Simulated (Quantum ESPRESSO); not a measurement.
**Convergence test for CO2 (Pa-3, 12 atoms in the cell)**

```xyz
12
Lattice="5.4459 0.0000 0.0000 0.0000 5.4459 0.0000 0.0000 0.0000 5.4459" Properties=species:S:1:pos:R:3 pbc="T T T"
C      0.0000     0.0000     0.0000
C      2.7230     0.0000     2.7230
C      2.7230     2.7230     0.0000
C      0.0000     2.7230     2.7230
O      0.6673     0.6673     0.6673
O      4.7786     4.7786     4.7786
O      2.0556     4.7786     3.3903
O      3.3903     0.6673     2.0556
O      3.3903     2.0556     4.7786
O      2.0556     3.3903     0.6673
O      4.7786     3.3903     2.0556
O      0.6673     2.0556     3.3903
```

Computed with PBE, GBRV 1.5 ultrasoft (PBE) pseudopotentials (plane waves; Quantum ESPRESSO).

The starting cell comes from a database of computed structures (which also holds hypothetical and non-ambient phases and stackings), without a prior relaxation at this level. Its lattice was rescaled by a random factor within 2.5 % of one. In the base run, with a pressure of about 7 GPa the cell is away from its equilibrium volume at this level. In the base run, forces exceed 1 eV/Å.

Held fixed: ecutwfc = 40 Ry; occupations = smearing; smearing = gaussian; degauss = 0.00147 Ry; potentials = {C: c_pbe_v1.2.uspp.F.UPF, O: o_pbe_v1.2.uspp.F.UPF}; K_POINTS = automatic 5 5 5 0 0 0; conv_thr = 1e-10 Ry.

ΔF is the free energy per atom less that of the last row (640 Ry).

```csv
ecutrho,ΔF (meV/atom),pressure (GPa),largest force (eV/Å),gap on the mesh (eV)
80 Ry,-12.1,8.00,1.559,7.031
120 Ry,-2.6,7.09,1.500,7.038
160 Ry,0.12,7.01,1.504,7.038
200 Ry,0.13,7.03,1.505,7.038
240 Ry,0.00,7.01,1.504,7.038
320 Ry,-0.02,7.01,1.504,7.038
400 Ry,0.03,7.02,1.504,7.038
480 Ry,-0.05,7.03,1.504,7.038
640 Ry,0.00,7.02,1.504,7.038
```

Pressure within 0.5 GPa of the last row: from ecutrho = 120 Ry on; the one before it is off by 0.99 GPa. The value it settles on is 7.0 GPa at this level of theory and with the other settings as held.

Energy within 1 meV/atom of the last row: from ecutrho = 160 Ry on; the one before it is off by 2.6 meV/atom.

Gaps are taken between levels on the mesh.
